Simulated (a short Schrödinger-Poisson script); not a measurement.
Stack: gated In0.52Al0.48As/In0.53Ga0.47As δ-doped gas in a quantum well, at 300 K.

```csv
layer,material,thickness (nm),Na (cm⁻³)
1,In0.52Al0.48As,20,-
2,In0.52Al0.48As,20,-
3,In0.53Ga0.47As,20,-
4,In0.52Al0.48As,4000,1e14
```

The device is made up for the run: typed textbook-type constants, with dimensions and the other settings drawn at random. In0.52Al0.48As: permittivity 12.5, conduction-band edge (eV) 0.52, gap (eV) 1.45, electron mass (mₑ) 0.075, Nv at 300 K (cm⁻³) 1.1e19. In0.53Ga0.47As: permittivity 13.9, conduction-band edge (eV) 0, gap (eV) 0.74, Nv at 300 K (cm⁻³) 7.7e18.

Channel valleys (confinement mass, in-plane density-of-states mass, number): Γ 0.041, 0.041, 1. At the gate the conduction-band edge of layer 1 lies 0.65 eV − eVg above the Fermi level of the channel; the field vanishes at the back. Sheet of ionised δ-doping: +2.3e12 e/cm² at 20 nm from the gate. The barrier under the gate holds no holes. Gaps are held at their typed values at every temperature. Mesh 0.08 nm at interfaces.

Solved with a short Schrödinger-Poisson script written for these runs: 1D Poisson equation in equilibrium, electrons quantum, Hartree (BenDaniel-Duke, 40 states a valley, the channel's in-plane mass for all, wave functions free to enter the barrier), parabolic valleys, classical holes, full ionisation, no traps, pinning or gate leakage.

The same stack at other levels of the model or other numerical settings:

| run | sheet density of all electrons at Vg = 0.4 V (cm⁻²) | sheet density of all electrons at Vg = -0.1 V (cm⁻²) | capacitance at Vg = 0.4 V (μF/cm²) | centroid of the channel electrons at Vg = 0.4 V (nm) | rough cost against the base |
|---|---|---|---|---|---|
| base | 1.37e12 | 5.84e11 | 0.372 | 7.17 | about 1 |
| electrons treated as classical, Boltzmann | 1.48e12 | 6.43e11 | 0.371 | 4.53 | 0.02 |
| electrons treated as classical, Fermi-Dirac | 1.43e12 | 6.11e11 | 0.398 | 6.54 | 0.09 |
| electrons treated as quantum, Hartree plus LDA exchange-correlation | 1.39e12 | 5.96e11 | 0.380 | 7.06 | 2 |
| mesh six times as coarse | 1.37e12 | 5.84e11 | 0.373 | 7.15 | 0.2 |
| one subband a valley | 1.29e12 | 5.71e11 | 0.235 | 6.31 | 0.3 |

The classical rows ignore confinement, and Boltzmann statistics overrate the density once the band edge passes the Fermi level.
